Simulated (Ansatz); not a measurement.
## IrB (model structure, started from the CsCl type, Pm-3m, No. 221, 2 atoms in the cell): lattice constant a by level of theory

No measured value is used here.

```tsv
level (code)	value (Å)
LDA (Ansatz)	2.700
PBEsol (Ansatz)	2.714
r²SCAN (Ansatz)	2.722
```

Density-functional levels without +SOC have no spin–orbit coupling. LDA, PBEsol, r²SCAN: the run has no spin polarisation, so it can have missed a magnetic state. Cutoffs differ between the levels. Ansatz's density-functional and Hartree–Fock values are scalar-relativistic unless marked +SOC, with PAW data made under PBE.

A model structure was made by putting elements into a prototype or built by hand; it is no filed structure, need not be a known phase, and can be a saddle point held by its symmetry.

Ansatz is an electronic-structure program.
